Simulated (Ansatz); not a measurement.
This Ansatz (an electronic-structure program) input is the reference run, ZnS in the zinc blende structure (space group F-43m, No. 216), computed with PBE/PAW in Ansatz, spin-orbit coupling left out:

Ansatz 0.2 input:
```yaml
crystal:
  lattice:
    - [0, 2.7217194623, 2.7217194623]
    - [2.7217194623, 0, 2.7217194623]
    - [2.7217194623, 2.7217194623, 0]
  atoms:
    - { symbol: Zn, position: [0, 0, 0] }
    - { symbol: S, position: [0.25, 0.25, 0.25] }
basis: { ecutwfc: 420, ecutrho_ratio: 4, xc_grid: 2, fft_grid_basis: typed }
kpoints: { mp_grid: { grid: [10, 10, 10] } }
hamiltonian:
  xc: pbe
  dispersion: none
  pseudopotentials: { kind: paw }
scf: { occupations: { method: fermi_dirac, width: 0.05 }, convergence: { dr2_threshold: 0.0000000002 } }
output: { forces: true, stress: true }
checkpoint: { write: state.ck, write_every: 1000 }
```

Task: Write the input for this change: every lattice vector is stretched by 1.50 %, atoms relaxed at fixed cell.

Result: 
Ansatz 0.2 input:
```yaml
crystal:
  lattice:
    - [0, 2.7625452542, 2.7625452542]
    - [2.7625452542, 0, 2.7625452542]
    - [2.7625452542, 2.7625452542, 0]
  atoms:
    - { symbol: Zn, position: [0, 0, 0] }
    - { symbol: S, position: [0.25, 0.25, 0.25] }
basis: { ecutwfc: 420, ecutrho_ratio: 4, xc_grid: 2, fft_grid_basis: typed }
kpoints: { mp_grid: { grid: [10, 10, 10] } }
hamiltonian:
  xc: pbe
  dispersion: none
  pseudopotentials: { kind: paw }
scf: { occupations: { method: fermi_dirac, width: 0.05 }, convergence: { dr2_threshold: 0.0000000002 } }
relax: { f_tol: 0.005, max_steps: 50 }
output: { forces: true, stress: true }
checkpoint: { write: state.ck, write_every: 1000 }
```
This is the input that was run.

The cells carry an imposed strain or load. Whether these cells are dynamically stable was not tested.
